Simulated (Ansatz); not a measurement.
MnTlI3 in the cubic perovskite structure (space group Pm-3m, No. 221; ferromagnetic; a hypothetical phase, not in the database extracts checked)

Space group Pm-3m (No. 221); a = 5.7391 Å, b = 5.7391 Å, c = 5.7391 Å, α = 90.00°, β = 90.00°, γ = 90.00°

```
atom  site  symmetry       x       y       z
----  ----  --------  ------  ------  ------
Tl      1a      m-3m  0.0000  0.0000  0.0000
Mn      1b      m-3m  0.5000  0.5000  0.5000
I       3c    4/mm.m  0.0000  0.5000  0.5000
```

Computed with Kohn–Sham DFT with the r2SCAN functional, run in Ansatz (a quantum-chemistry and plane-wave program) with PAW and 500 eV plane waves, without spin-orbit coupling. k-mesh 6×6×6 (Γ-centred); smearing 0.05 eV (Fermi–Dirac).

- Volume per atom: 37.81 Å³
- Density: 5.62 g/cm³
- Band gap: 0.69 eV, indirect, R → Γ
- Electron mass: 0.19 mₑ
- Magnetic state: ferromagnetic
- Total energy: -7590.027 eV/atom (σ→0; compares only within this code and set-up)

The magnetic state is the one reached from the starting moments; the real material's order can differ, and small cells can't hold many antiferromagnetic ones. Spin-orbit coupling, missing from the scalar runs, can matter with I and Tl. Masses are band curvatures over ±0.01 Å⁻¹ around the edge. Whether these cells are dynamically stable was not tested. Many cubic perovskites are stable only at high temperature; tilts and polar distortions were not tested.
